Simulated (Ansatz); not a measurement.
**MoS (model structure, started from the CsCl type, Pm-3m, No. 221, 2 atoms in the cell)**

Calculation: LDA (PAW; Ansatz, an electronic-structure program).

Numerical settings: plane-wave cutoff 520 eV, 20×20×20 k mesh, Fermi–Dirac smearing 0.05 eV, no spin polarisation, scalar-relativistic PAW data made under PBE.

Cell (relaxed at this level):

```yaml
crystal:
  lattice:
    - [2.95514, 0.00000, 0.00000]
    - [0.00000, 2.95514, 0.00000]
    - [0.00000, 0.00000, 2.95514]
  atoms:
    - { symbol: Mo, position: [0.00000, 0.00000, 0.00000] }
    - { symbol: S, position: [0.50000, 0.50000, 0.50000] }
```

```json
{
 "bulk_modulus": "253 GPa"
}
```

Note: the run has no spin polarisation, so it can have missed a magnetic state; the bulk modulus is −V dP/dV from two relaxed cells at ±2 % in volume; the relaxation could raise the start's symmetry but not lower it, so the cell can be a saddle point.

The computed numbers hold no vibrational or temperature effects.

It cost about 60 core-seconds (a rough figure) of CPU time.

A model structure was made by putting elements into a prototype or built by hand; it is no filed structure, need not be a known phase, and can be a saddle point held by its symmetry.
